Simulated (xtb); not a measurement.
xtb 6.7.1, GFN1-xTB: cyclopentasilane anion ([SiH2]1[SiH2][SiH2][SiH2][SiH2]1), charge -1, multiplicity 2, 15 atoms. The geometry is a generated start, not checked to be a minimum at this level.

```yaml
run_flags: --grad
method: GFN1-xTB
"--acc": 1 (default)
"--etemp (K)": 300 (default)
basis_functions: 70
valence_electrons: 31
```

```xyz
15

Si     0.8029     1.1858     1.3666
Si     1.8821    -0.5572     0.2474
Si     0.2650    -1.6699    -1.0241
Si    -1.7278    -0.4650    -0.8469
Si    -1.2283     1.5262     0.2691
H      0.5649     0.8169     2.7693
H      1.6202     2.3998     1.4678
H      2.5945    -1.4605     1.1578
H      2.9522    -0.0360    -0.6137
H      0.0983    -3.0618    -0.5873
H      0.6849    -1.8064    -2.4245
H     -2.7315    -1.2351    -0.0997
H     -2.3692    -0.2420    -2.1475
H     -1.1044     2.6299    -0.6940
H     -2.3038     1.9753     1.1597
```

Charge -1 and multiplicity 2 are set for this test and not shown to be the ground state. GFN-xTB has no spin term: --uhf 1 sets the occupations alone.

One run each on 1 thread. Values of broydamp tried: 0.02, 0.05, 0.1, 0.2, 0.4 (default), 0.6, 0.8, 1.

Which value of broydamp needs the fewest SCC iterations, and what happens away from it?

Fewest SCC iterations, within one of each other: 0.2 with 10, 0.4 (default) with 9, 0.6 with 10. The count rises to 15 at 0.02. All converge to one solution.

```tsv
broydamp	SCC iterations	end
0.02	15	same solution
0.05	13	same solution
0.1	11	same solution
0.2	10	same solution
0.4 (default)	9	same solution
0.6	10	same solution
0.8	11	same solution
1	11	same solution
```
